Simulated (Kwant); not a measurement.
Device: wire with a side stub in a InSb two-dimensional gas. Effective mass 0.014 mₑ, grid spacing 10 nm, hard walls, nominal width 200 nm (19 grid rows, so walls 200 nm apart), one parabolic valley, scattering region 600 nm long along x; energies count from the band bottom; Fermi energy swept from 0.00053719 to 0.0063791 eV. Closed stub on one side, 280 nm wide and 380 nm deep.

The device is made up for the run: typed textbook-type constants, with dimensions and the other settings drawn at random.

Computed with Kwant: effective-mass tight-binding model on a square grid, one spin, coherent transport at 0 K. Conductance is in e²/h.

Question: How many channels do the leads carry at E = 3.97, 4.66 meV?

Answer: The hard-wall thresholds are n² ħ²π²/(2mW²) = n² × 0.671 meV with W = 200 nm. √(3.97/0.671) = 2.43, so 2. √(4.66/0.671) = 2.63, so 2.
